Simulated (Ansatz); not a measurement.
This Ansatz (an electronic-structure program) input is the reference run, GaSb in the zinc blende structure (space group F-43m, No. 216), computed with Ansatz PBEsol, no spin-orbit coupling:

Ansatz 0.2 input:
```yaml
crystal:
  lattice:
    - [0, 3.0557344388, 3.0557344388]
    - [3.0557344388, 0, 3.0557344388]
    - [3.0557344388, 3.0557344388, 0]
  atoms:
    - { symbol: Ga, position: [0, 0, 0] }
    - { symbol: Sb, position: [0.25, 0.25, 0.25] }
basis: { ecutwfc: 420, ecutrho_ratio: 4, xc_grid: 2, fft_grid_basis: typed }
kpoints: { mp_grid: { grid: [13, 13, 13] } }
hamiltonian:
  xc: pbesol
  dispersion: none
  pseudopotentials: { kind: paw }
scf: { occupations: { method: fermi_dirac, width: 0.05 }, convergence: { dr2_threshold: 0.0000000002 } }
output: { forces: true, stress: true }
checkpoint: { write: state.ck, write_every: 1000 }
```

Q: Write the input for this change: compressive biaxial strain of 2.00 % in the plane normal to [001], as in epitaxy on a mismatched substrate; the out-of-plane cell vector and the atoms relax.

A: 
Ansatz 0.2 input:
```yaml
crystal:
  lattice:
    - [4.2350318646, 0, 0]
    - [0, 4.2350318646, 0]
    - [2.1175159323, -2.1175159323, 3.0862917832]
  atoms:
    - { symbol: Ga, position: [0, 0, 0] }
    - { symbol: Sb, position: [0.75, 0.75, 0.5] }
basis: { ecutwfc: 420, ecutrho_ratio: 4, xc_grid: 2, fft_grid_basis: typed }
kpoints: { mp_grid: { grid: [13, 13, 13] } }
hamiltonian:
  xc: pbesol
  dispersion: none
  pseudopotentials: { kind: paw }
scf: { occupations: { method: fermi_dirac, width: 0.05 } }
relax: { f_tol: 0.005, max_steps: 50, cell: { stress_tol: 0.01, fix: [a, b, gamma] } }
output: { forces: true, stress: true }
checkpoint: { write: state.ck, write_every: 1000 }
```
This is the input that was run; other choices of cell and start would serve too.

Whether these cells are dynamically stable was not tested. All final runs are without spin polarisation.
